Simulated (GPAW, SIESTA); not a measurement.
A SIESTA input for a self-consistent single point of AgI (F-43m, 2 atoms in the cell) (DFT, GGA PBE, numerical atomic orbitals DZP, PseudoDojo PBE standard norm-conserving potentials (rewritten from UPF to PSML)):

```
# files in the folder: Ag.psml I.psml (PseudoDojo PBE standard)
SystemName  AgI
SystemLabel AgI

NumberOfAtoms                2
NumberOfSpecies              2
%block ChemicalSpeciesLabel
  1 47 Ag
  2 53 I
%endblock ChemicalSpeciesLabel
LatticeConstant              4.562676 Ang
%block LatticeVectors
     0.000000000    0.707106751    0.707106751
     0.707106751    0.000000000    0.707106751
     0.707106751    0.707106751    0.000000000
%endblock LatticeVectors
AtomicCoordinatesFormat      Fractional
%block AtomicCoordinatesAndAtomicSpecies
     0.000000000    0.000000000    0.000000000  1
     0.750000000    0.750000000    0.750000000  2
%endblock AtomicCoordinatesAndAtomicSpecies

XC.functional                GGA
XC.authors                   PBE
PAO.BasisSize                DZP
PAO.EnergyShift              0.005 Ry
MeshCutoff                   350 Ry
%block kgrid.MonkhorstPack
    9   0   0  0.0
    0   9   0  0.0
    0   0   9  0.0
%endblock kgrid.MonkhorstPack
OccupationFunction           FD
ElectronicTemperature        10.0 meV

MaxSCFIterations             150
SCF.Mixer.Method             Pulay
SCF.Mixer.Weight             0.2
SCF.Mixer.History            6
SCF.DM.Tolerance             1.0E-05
Diag.ParallelOverK           true
WriteForces                  true
```

Task: Translate this input to GPAW.

Result: One input that does it (others would too):

```python
from ase import Atoms
from ase.units import GPa
from gpaw import GPAW

atoms = Atoms(['Ag', 'I'],
              cell=[[0.000000, 3.226299, 3.226299],
                    [3.226299, 0.000000, 3.226299],
                    [3.226299, 3.226299, 0.000000]],
              positions=[[0.000000, 0.000000, 0.000000],
                         [4.839448, 4.839448, 4.839448]],
              pbc=True)

calc = GPAW(mode={'name': 'pw', 'ecut': 550},
            xc='PBE',
            kpts=(9, 9, 9),
            occupations={'name': 'fermi-dirac', 'width': 0.01},
            nbands=-6,
            convergence={'bands': -4},
            symmetry={'symmorphic': False, 'tolerance': 0.0005},
            maxiter=120,
            txt='-')

atoms.calc = calc

energy = atoms.get_potential_energy()
print('Energy (eV):', round(energy, 6))
forces = atoms.get_forces()
print('Forces (eV/Ang):')
print(forces.round(5))
stress = atoms.get_stress()
print('Stress (GPa, Voigt):', (stress / GPa).round(4))
```

Basis, cutoffs, solver keys and any potentials are the target program's own. This input uses DFT PBE, plane waves, GPAW PAW datasets PBE (gpaw-data 1.0.1). Both were run: pressure 2.87 GPa in SIESTA and 2.87 in GPAW; gap on the mesh 1.795 eV in SIESTA and 1.337 in GPAW.

On GPAW: the starting cell comes from a database of computed structures (which also holds hypothetical and non-ambient phases and stackings), without a prior relaxation at this level. Its lattice was rescaled by a random factor within 2.5 % of one. Spin-orbit coupling is off.

On SIESTA: the starting cell comes from a database of computed structures (which also holds hypothetical and non-ambient phases and stackings), without a prior relaxation at this level. Its lattice was rescaled by a random factor within 2.5 % of one. Spin-orbit coupling is off. Values carry the incompleteness of an atom-centred basis.
